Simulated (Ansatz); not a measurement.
Consider O vacancy in monoclinic ZrO2 strained by -1.5 % along x and y, z held, neutral cell. The step: a nearby O atom hops onto the vacant site; the atom moves 2.42 Å along (-0.09, 0.46, -0.04) of the unit cell; the moving atom starts with neighbours O at 2.52, O at 2.69, O at 2.70; Zr at 2.11, 2 Zr at 2.19, Zr at 2.32 Å and ends with O at 2.52, O at 2.69, O at 2.70; Zr at 2.11, 2 Zr at 2.19, Zr at 2.32 Å. DFT values are from Ansatz (plane-wave PAW, 420 eV unless said) in a cell of 96 host sites, spin-restricted, static, with no finite-size correction. The charge state is imposed; whether it is stable for some Fermi level was not computed. Forms of the defect that were not tried may lie lower. For the PBE band: the saddle point's order was not checked, and it lies on a symmetry element of the cell, where a band can be held.

```json
[
 {"Level": "CHGNet universal potential (has no charge state), its own band", "Forward barrier (eV)": "0.54", "Cost of the band or of the saddle's single point": "-"},
 {"Level": "PBE, the Γ point alone, band relaxed", "Forward barrier (eV)": "2.07", "Cost of the band or of the saddle's single point": "around 24 core-minutes (rough)"},
 {"Level": "PBE, a 2×2×2 k-point mesh shifted by half a step, same geometries", "Forward barrier (eV)": "2.23", "Cost of the band or of the saddle's single point": "roughly 8 core-minutes"}
]
```

Ansatz is an electronic-structure program.
